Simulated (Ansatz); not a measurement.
Ansatz (a first-principles code) run on LaPt2 (Fd-3m, 6 atoms in the cell): relaxation of cell and atoms.

Computed with LDA (PW92), default PAW files made with PBE (plane waves; Ansatz).

The change in words: atoms on their sites; basis.ecutwfc: 420 eV → 210 eV; relax: default → cell and atoms. Reference geometry:
```
LaPt2
1.0
    0.00000     3.89244     3.89244
    3.89244     0.00000     3.89244
    3.89244     3.89244     0.00000
La Pt
2 4
Direct
  0.50371   0.50371   0.50371
  0.75000   0.75000   0.75000
  0.12500   0.12500   0.12500
  0.62500   0.12500   0.12500
  0.12500   0.12500   0.62500
  0.12500   0.62500   0.12500
```

Reference input (self-consistent single point, DFT, LDA (PW92), plane waves, default PAW files made with PBE): basis.ecutwfc = 420 eV; kpoints.mp_grid.grid = 5 5 5; hamiltonian.xc = lda; hamiltonian.pseudopotentials = {kind: paw} (the program's default PAW files); scf.occupations.method = fermi_dirac; scf.occupations.width = 0.1 eV. This run's input differs from it in these lines:

Ansatz 0.2 input:
```diff
@@ -7,3 +7,3 @@
   atoms:
-    - { symbol: La, position_ang: [3.921311, 3.921311, 3.921311] }
+    - { symbol: La, position_ang: [3.892445, 3.892445, 3.892445] }
     - { symbol: La, position_ang: [5.838667, 5.838667, 5.838667] }
@@ -14,3 +14,3 @@
 basis:
-  ecutwfc: 420.0
+  ecutwfc: 210.0
 kpoints:
@@ -22,2 +22,4 @@
   occupations: { method: fermi_dirac, width: 0.1 }
+relax:
+  cell: {}
 output:
```

Output, abridged:

```
   [... SCF lines of the steps left out ...]
relax step   1: F+E_penalty+E_count = -61107.02621123 eV  Δ(F+E_penalty+E_count) = +0.000e0 eV  max|allowed force component| = 1.157e-18 eV/Å  Δτ_max = 0.0000 Å  P = -5.898 GPa  Ω = 117.950 Å³  (7 SCF iters, dr2 threshold 1.00e-7 eV, accepted)
relax step   2: F+E_penalty+E_count = -61120.62641906 eV  Δ(F+E_penalty+E_count) = -1.360e1 eV  max|allowed force component| = 4.202e-17 eV/Å  Δτ_max = 0.0000 Å  P = +102.192 GPa  Ω = 105.715 Å³  energy of the carried Pulay correction = +1.719e1 eV  [...]
   [... lines left out ...]
relax step 119: F+E_penalty+E_count = -61107.64701824 eV  Δ(F+E_penalty+E_count) = -8.157e-2 eV  max|allowed force component| = 1.484e-17 eV/Å  Δτ_max = 0.0000 Å  P = -0.005 GPa  Ω = 111.911 Å³  energy of the carried Pulay correction = +8.147e-2 eV  [...]
relax step 120: F+E_penalty+E_count = -61107.03561051 eV  Δ(F+E_penalty+E_count) = +6.114e-1 eV  max|allowed force component| = 1.465e-17 eV/Å  Δτ_max = 0.0000 Å  P = +0.376 GPa  Ω = 111.911 Å³  stress off target by 3.76e-1 GPa  SCF on the basis [...]
basis re-selected at this cell: Δ(F+E_penalty+E_count) = +6.114e-1 eV, ΔP = +0.381 GPa vs the last step
   [... lines left out ...]
Free energy (F): -61107.035611 eV
Fermi energy:    20.309076 eV
Error: variable-cell relaxation did not converge after 120 `relax_step` rows, as none of its last 55 fresh-basis SCF(s) at a relaxed cell met both thresholds with a finite energy. The last misses `relax.cell.stress_tol`: largest allowed force component 1.46e-17 eV/Å (`relax.f_tol` 1.00e-2 eV/Å), stress off the target on the free part of the cell 3.76e-1 GPa (`relax.cell.stress_tol` 5.00e-2 GPa), F+E_penalty+E_count -61107.03561051 eV. The closest is row 18, whose structure comes with this error. Larger ratio of force or stress to its threshold at each such SCF whose figures are numbers: 108.088, 87.835, 69.126, 38.035, 31.903, 1.868, 2.357, 2.582, 2.829, 3.099, 3.396, 3.721, [...]
   [... lines left out ...]
to start a new deck from the relaxed geometry:
  cell:  # Å, volume = 112.5651 Å³
    - [1.8063093878903848e-32, 3.8322862719468174, 3.8322862719468174]
    - [3.8322862719468174, 2.3284257864283588e-32, 3.8322862719468174]
    - [3.8322862719468174, 3.8322862719468174, -9.998075310797316e-33]
  atoms:
    - { symbol: La, position: [0.5000000000000001, 0.5000000000000001, 0.5000000000000001] }
    - { symbol: La, position: [0.7500000000000001, 0.7500000000000001, 0.7500000000000001] }
    - { symbol: Pt, position: [0.12499999999999999, 0.12499999999999999, 0.12499999999999999] }
    - { symbol: Pt, position: [0.6250000000000001, 0.125, 0.12499999999999994] }
    - { symbol: Pt, position: [0.12499999999999999, 0.12499999999999999, 0.6250000000000001] }
    - { symbol: Pt, position: [0.125, 0.6250000000000001, 0.12499999999999994] }
```

The relaxation ended unconverged.  The full log also holds: “iter 3 did not close the SCF: its close was put off for the readings that it lacked (scf_convergence_deferred on its scf_iter line)”. The full log also holds: “iter 4 did not close the SCF: its close was put off for the readings that it lacked (scf_convergence_deferred on its scf_iter line)”.

The starting cell comes from a database of computed structures (which also holds hypothetical and non-ambient phases and stackings), without a prior relaxation at this level. Its lattice was rescaled by up to half a per cent. The cutoff lies below the one recommended for these files.

Cost on one core of a shared machine: roughly 4 min.
